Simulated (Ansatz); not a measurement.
**zincblende InP (F-43m): a fit under hydrostatic pressure (both signs)**

Cell and atoms relaxed with PBEsol to each stress σ (compression positive); gaps by r2SCAN with spin-orbit coupling, rigid bands (plane waves, PAW; Ansatz, an electronic-structure program). Unloaded cell: a = 4.1564 Å, b = 4.1564 Å, c = 4.1564 Å, α = 60.00°, β = 60.00°, γ = 60.00°.

```tsv
σ (GPa)	ln(V/V₀) (%)	gap (eV)
0	0	1.089
-3.00	5.07	0.792
-2.00	3.25	0.898
1.00	-1.43	1.172
2.00	-2.79	1.250
4.00	-5.27	1.395
6.00	-7.52	1.523
```

Problem. Fit E_g = 1.089 eV + aσ + bσ² and ε = cσ + dσ² to the loaded rows by least squares.

Solution. a = 0.0892 eV/GPa, b = -0.00291 eV/GPa²; c = -1.53 %/GPa, d = 0.0476 %/GPa².

Problem. One run was withheld, at σ = -1.00 GPa. Predict its gap and its ln(V/V₀), then set them beside the run.

Solution. E_g = 1.089 + (0.0892)(-1.00) + (-0.00291)(-1.00)² = 0.997 eV and ε = (-1.53)(-1.00) + (0.0476)(-1.00)² = 1.58 %. The run gave 0.998 eV and 1.56 %, misses of 0.001 eV and 0.02 percentage points.

Gaps are resolved to about 0.01 eV; third decimals are kept for the arithmetic. Every relaxation keeps the zincblende phase (space group F-43m under this load), so a transition, a distortion that breaks the symmetry or fracture can't show.
